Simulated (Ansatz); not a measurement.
Consider Al₁₂W (space group Im-3, No. 204).

```cif
data_Al12W
_chemical_formula_sum 'Al12 W1'
_space_group_name_H-M_alt 'P 1'
_space_group_IT_number 1
_cell_length_a 6.52819
_cell_length_b 6.52819
_cell_length_c 6.52819
_cell_angle_alpha 109.471
_cell_angle_beta 109.471
_cell_angle_gamma 109.471
loop_
_space_group_symop_operation_xyz
  'x, y, z'
loop_
_atom_site_label
_atom_site_type_symbol
_atom_site_fract_x
_atom_site_fract_y
_atom_site_fract_z
_atom_site_occupancy
Al1 Al 0.30860 0.18579 0.49439 1
Al2 Al 0.69140 0.81421 0.50561 1
Al3 Al 0.69140 0.18579 0.87719 1
Al4 Al 0.30860 0.81421 0.12281 1
Al5 Al 0.49439 0.30860 0.18579 1
Al6 Al 0.50561 0.69140 0.81421 1
Al7 Al 0.87719 0.69140 0.18579 1
Al8 Al 0.12281 0.30860 0.81421 1
Al9 Al 0.18579 0.49439 0.30860 1
Al10 Al 0.81421 0.50561 0.69140 1
Al11 Al 0.18579 0.87719 0.69140 1
Al12 Al 0.81421 0.12281 0.30860 1
W1 W 0.00000 0.00000 0.00000 1
```

All numbers come from Kohn–Sham DFT with the PBEsol functional, run in Ansatz (a program for electronic structure) with PAW and 420 eV plane waves, no SOC.

One change was made to it. Results:

```json
[
 {"quantity": "lattice parameter a", "base": "7.538 Å", "after": "7.466 Å"},
 {"quantity": "band gap", "base": "zero", "after": "zero"}
]
```

**Question.** Which of these changes matches the shifts?
A) pressure 7.5 GPa
B) pressure 10 GPa
C) pressure −2 GPa
D) pressure 3 GPa
E) pressure 0.7 GPa

**Answer.** D, pressure 3 GPa. For comparison, the lattice parameter a in the other runs: pressure 0.7 GPa gives 7.521 Å; pressure 7.5 GPa gives 7.373 Å; pressure −2 GPa gives 7.593 Å; pressure 10 GPa gives 7.328 Å.

Load acts through the strain it causes; cell and atoms are relaxed under it. No phonon test of stability was made. No other phases were tried under pressure. All final runs are without spin polarisation.
